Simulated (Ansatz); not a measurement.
Base system: Ag in the diamond structure (space group Fd-3m, No. 227; a = 6.038 Å; a hypothetical phase, not in the database extracts checked; relaxed with 0.1 eV smearing). Axes: x, y, z lie along the cube axes.

The values are results of PBEsol (Ansatz, a quantum-chemistry and plane-wave program), spin-orbit coupling left out, not measurements.

One thing is altered: tensile biaxial strain of 1.40 % in the plane normal to [110], as in epitaxy on a mismatched substrate; the out-of-plane cell vector and the atoms relax.

Problem. Predict the new out-of-plane strain and energy relative to the base.

Solution. The out-of-plane strain amounts to -9.61 %; the energy falls by 5.8 meV/atom.

A biaxial case was relaxed in a doubled cell and then solved in the primitive one. Whether these cells are dynamically stable was not tested. Under biaxial strain +1.40 %, plane normal [110], relaxed out of plane the cell ends below the base's energy or with stress of the wrong sign: the atoms slid into a distortion or the cell is elastically unstable, so the base is not a stable minimum at this level.
